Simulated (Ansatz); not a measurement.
L1₂ (Cu3Au-type) Pt3Ti, treated with r²SCANh (plane waves, PAW; Ansatz, a quantum-chemistry and plane-wave program).

Run with plane-wave cutoff 520 eV, 8×8×8 k mesh, Fermi–Dirac smearing 0.05 eV, no spin polarisation, scalar-relativistic PAW data made under PBE.

Energies at three volumes about the minimum:

```json
[
 {"V (Å³/atom)": "14.576", "E − E_lowest (meV/atom)": "8.02"},
 {"V (Å³/atom)": "14.899", "E − E_lowest (meV/atom)": "0.00"},
 {"V (Å³/atom)": "15.324", "E − E_lowest (meV/atom)": "7.27"}
]
```

Question: Fit a parabola by hand: where is the minimum, what lattice constant follows, and what is the bulk modulus?

Answer: Slopes: (0.00 − 8.02)/(14.899 − 14.576) = -24.830 and (7.27 − 0.00)/(15.324 − 14.899) = 17.106 meV/Å³. Curvature E″ = 2 × (17.106 − (-24.830))/(15.324 − 14.576) = 112.128 meV/Å⁶. From the middle of the first interval, the slope vanishes at V0 = 14.7375 − (-24.830)/112.128 = 14.959 Å³/atom. B = V0 E″ = 14.959 × 112.128 meV/Å³ × 0.1602 GPa per meV/Å³ = 269 GPa. With 4 atoms in the cube, a = (4 × 14.959)^(1/3) = 3.911 Å. The full Birch–Murnaghan fit to all volumes gives V0 = 14.950 Å³/atom and B0 = 267 GPa.

Measured, for comparison: lattice constant a 3.916 Å (temperature not stated, not corrected to a static lattice; as tabulated in Molecular Dynamics Simulations of PtTi High-Temperature Shape Memory Alloys …).

Note: the run has no spin polarisation, so it can have missed a magnetic state.
